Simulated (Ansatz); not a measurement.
The starting structures come from a database of crystals and need not be the phases stable at ambient conditions.

By PBEsol, the system below comes out a metal.

A figure of merit of an interconnect metal is its ballistic conductance per area.

Given:

```
Sb
1.0
    3.24126     0.00000     0.00000
   -1.08042     3.05589     0.00000
    1.08042     1.52794     2.56708
Sb
1
Direct
  0.00000   0.00000   0.00000
```

Space group of this cell: Fmmm. The cell is strained (lengths along the current scaled by 0.97, ions clamped); by PBEsol its mean pressure is 1.5 GPa.

The current flows along the normal of the first two printed cell vectors. No spin-orbit coupling; the value is a mean over 0.1 eV about the Fermi level.

Task: State the ballistic conductance per area according to PBEsol (Ansatz, an electronic-structure program).

Result: 1.4 × 10¹⁵ S/m² for both spins.
